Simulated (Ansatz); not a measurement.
Results of PBEsol (PAW; Ansatz, a first-principles code) for SnTe (model structure, within 0.1 Å of Fm-3m, No. 225, 4 atoms in the cell).

Numerical settings: plane-wave cutoff 500 eV, 10×10×6 k mesh (along the axes of the cell as run), Fermi–Dirac smearing 0.05 eV, scalar-relativistic PAW data made under PBE.

Cell (relaxed at this level):

```
CELL_PARAMETERS angstrom
      3.84030    -2.22242    -0.28737
      3.84030     2.22242    -0.28737
     -2.01453     0.00000     7.43198
ATOMIC_POSITIONS crystal
  Sn 0.00000 0.50000 0.00000
  Sn 0.50000 0.00000 0.50000
  Te 0.75005 0.24995 0.25000
  Te 0.24995 0.75005 0.75000
```

Q: Predict the band gap.

A: 
band gap: 0.16 eV (on the SCF k mesh)

Spin–orbit coupling is not included; with these elements it can move the gap by several tenths of an eV or more.

Cost on a shared machine: very roughly 7 core-minutes.

A model structure was made by putting elements into a prototype or built by hand; it is no filed structure, need not be a known phase, and can be a saddle point held by its symmetry.
